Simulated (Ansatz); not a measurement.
Consider ZrO2 (space group P2_1/c, No. 14).

```xyz
12
Lattice="5.1899 0.0000 0.0000 0.0000 5.2419 0.0000 -0.9047 0.0000 5.3018" Properties=species:S:1:pos:R:3 pbc="T T T"
Zr     1.2412     0.2295     1.1135
Zr     3.4964     2.8505     1.5374
Zr     3.0440     5.0123     4.1883
Zr     0.7888     2.3914     3.7644
O      0.0205     1.7104     1.8559
O      4.7170     4.3314     0.7950
O      4.2647     3.5315     3.4460
O     -0.4318     0.9105     4.5068
O      1.9104     3.9667     2.5211
O      2.8271     1.3458     0.1298
O      2.3748     1.2751     2.7807
O      1.4581     3.8961     5.1720
```

The values are results of plane-wave PAW DFT at the PBE level (Ansatz, a first-principles code, 420 eV), no spin-orbit coupling, not measurements.

Base values:

```
Property                 Result
-------------  ----------------
Gap character  indirect, Γ → Y₂
```

Now apply this change: cell and atoms relaxed at a pressure of 7 GPa.

Question: What does the calculation give for the mean gap deformation potential ΔEg/Δln V after the change?

Answer: The mean gap deformation potential ΔEg/Δln V is -2.7 eV.

Question: Predict the new gap character.

Answer: The gap character remains indirect, Γ → Y₂.

Load acts through the strain it causes; cell and atoms are relaxed under it. Stability against distortions was not tested. No other phases were tried under pressure.
